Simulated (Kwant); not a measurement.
Model system: six-terminal Hall bar in a GaAs two-dimensional gas. Effective mass 0.067 mₑ, grid spacing 7.7 nm, hard walls, nominal width 200 nm (25 grid rows, so walls 200.2 nm apart), one parabolic valley, scattering region 520 nm long along x; energies count from the band bottom; Fermi energy 0.0028 eV. Four side probes 100 nm wide, two on each edge; current runs along x; the sign of the Hall resistance is a convention. Perpendicular field swept from 0.13504 to 2.7548 T, also in the leads; orbital effect alone.

Constants are typed, rounded textbook-type inputs, not results; the design itself was drawn at random and stands for no fabricated device.

Kwant, effective-mass tight-binding model on a square grid, one spin, coherent transport at 0 K. Resistances are in h/e².

Question: How many Landau levels lie under the Fermi energy, and what Hall resistance follows, at 2.80 meV and 0.268 T; 2.80 meV and 0.934 T; 2.80 meV and 1.38 T; 2.80 meV and 2.04 T?

Answer: ħωc = ħeB/m = 1.73 meV a tesla; levels lie at (n + ½)ħωc. E/ħωc = 6.04 gives 6 levels and h/(6e²) = 0.167; simulated 0.157, off the plateau. E/ħωc = 1.73 gives 2 levels and h/(2e²) = 0.500; simulated 0.500. E/ħωc = 1.18 gives 1 level and h/(1e²) = 1.000; simulated 1.000. E/ħωc = 0.79 gives 1 level and h/(1e²) = 1.000; simulated 1.000. The count is that of a wide sample; where the walls of bar or probes squeeze the orbits, it misses.
